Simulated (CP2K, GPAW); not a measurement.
A GPAW input for a self-consistent single point of SiRu (Pm-3m, 2 atoms in the cell) (DFT LDA (Perdew-Wang 92), plane waves, GPAW PAW datasets LDA (gpaw-data 1.0.1)):

```python
from ase import Atoms
from ase.units import GPa
from gpaw import GPAW, PW, FermiDirac

atoms = Atoms(['Si', 'Ru'],
              cell=[[2.857798, 0.000000, 0.000000],
                    [0.000000, 2.857798, 0.000000],
                    [0.000000, 0.000000, 2.857798]],
              scaled_positions=[[0.500000, 0.500000, 0.500000],
                                [0.000000, 0.000000, 0.000000]],
              pbc=True)

calc = GPAW(mode=PW(550),
            xc='LDA',
            kpts={'size': (8, 8, 8), 'gamma': True},
            occupations=FermiDirac(0.1),
            nbands=-8,
            convergence={'density': 1e-05, 'energy': 1e-05},
            symmetry={'symmorphic': False, 'tolerance': 0.0005},
            maxiter=100)

atoms.calc = calc

energy = atoms.get_potential_energy()
print('Energy (eV):', round(energy, 6))
forces = atoms.get_forces()
print('Forces (eV/Ang):')
print(forces.round(5))
stress = atoms.get_stress()
print('Stress (GPa, Voigt):', (stress / GPa).round(4))
```

Q: Write the same calculation as an input for CP2K.

A: One input that does it (others would too):

```
&GLOBAL
  PROJECT scf
  RUN_TYPE ENERGY_FORCE
  PRINT_LEVEL MEDIUM
&END GLOBAL
&FORCE_EVAL
  METHOD Quickstep
  STRESS_TENSOR ANALYTICAL
  &DFT
    BASIS_SET_FILE_NAME BASIS_MOLOPT
    POTENTIAL_FILE_NAME GTH_POTENTIALS
    &QS
      METHOD GPW
      EPS_DEFAULT 1E-10
    &END QS
    &MGRID
      CUTOFF 500
      REL_CUTOFF 60
      NGRIDS 5
    &END MGRID
    &SCF
      SCF_GUESS ATOMIC
      EPS_SCF 1E-6
      MAX_SCF 100
      ADDED_MOS 5
      &DIAGONALIZATION
        ALGORITHM STANDARD
      &END DIAGONALIZATION
      &MIXING
        METHOD BROYDEN_MIXING
        ALPHA 0.2
        NBUFFER 10
      &END MIXING
      &SMEAR ON
        METHOD FERMI_DIRAC
        ELECTRONIC_TEMPERATURE [K] 1160.45
      &END SMEAR
    &END SCF
    &KPOINTS
      SCHEME MONKHORST-PACK 8 8 8
      GAMMA_CENTERED T
    &END KPOINTS
    &XC
      &XC_FUNCTIONAL PADE
      &END XC_FUNCTIONAL
    &END XC
    &PRINT
      &MO
        EIGENVALUES T
        OCCUPATION_NUMBERS T
        NDIGITS 8
        FILENAME mo
        &EACH
          QS_SCF 0
        &END EACH
        ADD_LAST NUMERIC
      &END MO
      &MULLIKEN ON
      &END MULLIKEN
    &END PRINT
  &END DFT
  &SUBSYS
    &CELL
      A 2.85779800 0.00000000 0.00000000
      B 0.00000000 2.85779800 0.00000000
      C 0.00000000 0.00000000 2.85779800
      PERIODIC XYZ
    &END CELL
    &COORD
      SCALED
      Si       0.50000000     0.50000000     0.50000000
      Ru       0.00000000     0.00000000     0.00000000
    &END COORD
    &KIND Si
      BASIS_SET DZVP-MOLOPT-SR-GTH-q4
      POTENTIAL GTH-PADE-q4
    &END KIND
    &KIND Ru
      BASIS_SET DZVP-MOLOPT-SR-GTH-q16
      POTENTIAL GTH-PADE-q16
    &END KIND
  &END SUBSYS
  &PRINT
    &FORCES ON
    &END FORCES
    &STRESS_TENSOR ON
    &END STRESS_TENSOR
  &END PRINT
&END FORCE_EVAL
```

Basis, cutoffs, solver keys and any potentials are the target program's own. This input uses DFT LDA (Pade form), GPW, DZVP-MOLOPT-SR-GTH basis, GTH-PADE potentials (GTH_POTENTIALS). LDA parametrisations can differ slightly between programs. Both were run: pressure 12.27 GPa in GPAW and 1.80 in CP2K.

On CP2K: the starting cell comes from a database of computed structures (which also holds hypothetical and non-ambient phases and stackings), without a prior relaxation at this level. For this run, on top of that: lattice scaled by 0.98. Spin polarisation is off. Values carry the incompleteness of an atom-centred basis.

On GPAW: the starting cell comes from a database of computed structures (which also holds hypothetical and non-ambient phases and stackings), without a prior relaxation at this level. For this run, on top of that: lattice scaled by 0.98. Spin polarisation is off. With a pressure of about 12 GPa the cell is away from its equilibrium volume at this level.
